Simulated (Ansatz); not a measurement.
HfO2, response to strain

The reference is HfO$_{2}$ (space group P4_2/nmc, No. 137; a = 3.577 Å, c = 5.203 Å). Axes: x, y, z lie along a, b, c of the conventional cell.

Strains are applied to the cell and any free atomic positions relax; under stress the whole cell relaxes.

Method: r2SCAN (Ansatz, a quantum-chemistry and plane-wave program; PAW; 500 eV plane waves; scalar-relativistic without spin-orbit coupling).

Notes on the quantities. energy relative to the base: free energy F; pressure: mean of the normal stresses, compression positive.

| change | energy relative to the base | pressure | band gap | electron mass | gap character |
|---|---|---|---|---|---|
| base | 0 meV/atom | 0.00 GPa | 5.27 eV | 1.0 mₑ along c, 0.89 mₑ across (at Γ) | indirect, Z → Γ |
| isotropic strain −0.17 % | +0.2 meV/atom | 1.08 GPa | 5.27 eV | 1.0 mₑ along c, 0.88 mₑ across (at Γ) | indirect, Z → Γ |
| isotropic strain +4.93 % | +132 meV/atom | -21.31 GPa | 4.78 eV | 2.2 mₑ along c, 0.63 mₑ across (at Γ) | indirect, M–Γ (47 % along) → Γ |
| uniaxial strain ε_xx = +3.19 % | +13 meV/atom | -6.83 GPa | 5.03 eV | 1.9 mₑ along z, 0.62 mₑ across (at Γ) | indirect, k = (1/3, 0.111, 0) in the run's primitive reciprocal basis → Γ |
| uniaxial strain ε_zz = +1.92 % | +3.7 meV/atom | -2.65 GPa | 5.28 eV | 1.0 mₑ along z, 0.93 mₑ across (at Γ) | indirect, Z → Γ |
| uniaxial stress, 5 GPa tension along x | (withheld) | – | (withheld) | – | indirect, Z → Γ |

**Question.** Some entries are withheld; estimate them.

**Answer.** 
- uniaxial stress, 5 GPa tension along x, energy relative to the base: +3.8 meV/atom
- uniaxial stress, 5 GPa tension along x, band gap: 5.18 eV

Spin-orbit coupling, missing from the scalar runs, can matter with Hf. Masses are band curvatures over ±0.01 Å⁻¹ around the edge. Stability under load was not tested beyond the relaxation. This is not the structure that HfO2 has at room temperature and ambient pressure. Labels are those of the standard path for the cell's own space group.
